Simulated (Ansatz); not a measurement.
Base system: MgTe in the zinc blende structure (space group F-43m, No. 216; a = 6.439 Å). Axes: x, y, z lie along the cube axes.

Computed with PBEsol in Ansatz (plane waves to 420 eV, PAW, scalar-relativistic without spin-orbit coupling).

Strains are applied to the cell and any free atomic positions relax.

One change was made to it. Results:

```json
[
 {"quantity": "energy relative to the base (free energy F)", "base": "0 meV/atom", "after": "+0.5 meV/atom"},
 {"quantity": "pressure (mean of the normal stresses, compression positive)", "base": "-0.01 GPa", "after": "0.36 GPa"},
 {"quantity": "band gap", "base": "2.35 eV", "after": "2.37 eV"}
]
```

Task: Which change produced these results?
(A) uniaxial strain ε_zz = −2.00 %
(B) uniaxial strain ε_zz = −1.00 %
(C) uniaxial strain ε_zz = +2.00 %
(D) uniaxial strain ε_zz = −3.00 %
(E) uniaxial strain ε_zz = +1.00 %

Result: B, uniaxial strain ε_zz = −1.00 %. For comparison, the pressure in the other runs: uniaxial strain ε_zz = −2.00 % gives 0.74 GPa; uniaxial strain ε_zz = +2.00 % gives -0.70 GPa; uniaxial strain ε_zz = +1.00 % gives -0.36 GPa; uniaxial strain ε_zz = −3.00 % gives 1.15 GPa.

Spin-orbit coupling, missing from the scalar runs, can matter with Te. Stability against distortions was not tested.

Ansatz is an electronic-structure program.
